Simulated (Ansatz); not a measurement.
The parent structure is MgSe in the rock salt structure (space group Fm-3m, No. 225; a = 5.391 Å). Axes: x, y, z lie along the cube axes.

Computed with LDA/PAW in Ansatz (a program for electronic structure), without spin-orbit coupling.

Base values:

The valley order comes out as X along ⟨100⟩ 1.72 eV; Γ 2.60 eV.

The change: biaxial strain −2.00 %, plane normal [001], relaxed out of plane (Cartesian); in-plane vectors clamped, the third vector and the atoms free.

Problem. How does this affect the out-of-plane strain?

Solution. The out-of-plane strain comes out as +1.10 %.

Problem. Predict the new valley order.

Solution. The valley order (the lowest conduction-band minima on the path, energy above the VBM, named in the base's zone) becomes X along [100] 1.62 eV; X along [001] 1.79 eV; Γ 2.71 eV (base: X along ⟨100⟩ 1.72 eV; Γ 2.60 eV).

The levels and masses belong to the bands next to the band gap. No phonon test of stability was made.
